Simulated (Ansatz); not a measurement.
Results of PBEsol-D3(BJ) (Ansatz, a program for electronic structure, PAW) for L1₂ (Cu3Au-type) Ni₃Si.

Settings: plane-wave cutoff 520 eV, 16×16×16 k mesh, Fermi–Dirac smearing 0.05 eV, no spin polarisation, scalar-relativistic PAW data made under PBE.

Cell (relaxed at this level):

```
Ni3Si
1.0
    3.42728     0.00000     0.00000
    0.00000     3.42728     0.00000
    0.00000     0.00000     3.42728
Si Ni
1 3
Direct
  0.00000   0.00000   0.00000
  0.00000   0.50000   0.50000
  0.50000   0.00000   0.50000
  0.50000   0.50000   0.00000
```

Question: Give the computed bulk modulus and pressure derivative B′ of the bulk modulus.

Answer: 
bulk modulus: 260 GPa
pressure derivative B′ of the bulk modulus: 4.7

The run finds no gap.

The computed numbers hold no vibrational or temperature effects.

Computing time: about 90 core-seconds (a rough figure).
